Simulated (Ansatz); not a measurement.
Here is the system:

```yaml
crystal:
  lattice:
    - [4.22180, 0.00000, 0.00000]
    - [0.00000, 4.12390, 0.00000]
    - [0.00000, 0.00000, 4.12390]
  atoms:
    - { symbol: Zr, position: [0.00000, 0.00000, 0.00000] }
    - { symbol: Pb, position: [0.50000, 0.50000, 0.50000] }
    - { symbol: O, position: [0.50000, 0.00000, 0.00000] }
    - { symbol: O, position: [0.00000, 0.50000, 0.00000] }
    - { symbol: O, position: [0.00000, 0.00000, 0.50000] }
```

No spin polarisation.

A single point on PbZrO3 with a change (uniaxial stress, 5 GPa tension along x), its geometry relaxed with PBEsol.

All numbers come from r2SCAN, PAW, 500 eV (Ansatz, a program for electronic structure; no spin-orbit coupling), earlier PAW set. k-mesh 8×8×8 (Γ-centred); smearing 0.05 eV (Fermi–Dirac).

Estimate the band gap.

2.78 eV.

What is the computed gap character?

Indirect, M → X.

What is the computed pressure?

5.2 kbar.

Predict the smallest direct gap.

2.81 eV.

Single points use the geometry relaxed with PBEsol. With Pb present, leaving out spin-orbit coupling can change the band edges. Load acts through the strain it causes; cell and atoms are relaxed under it. Beyond what the load breaks, stability against distortions was not tested. The cell was made from PbZrO$_{3}$ in the cubic perovskite structure (space group Pm-3m, No. 221; a cell from a computed database, its experimental status unchecked) by this change: uniaxial stress, 5 GPa tension along x. Many cubic perovskites are stable only at high temperature; tilts and polar distortions were not tested.
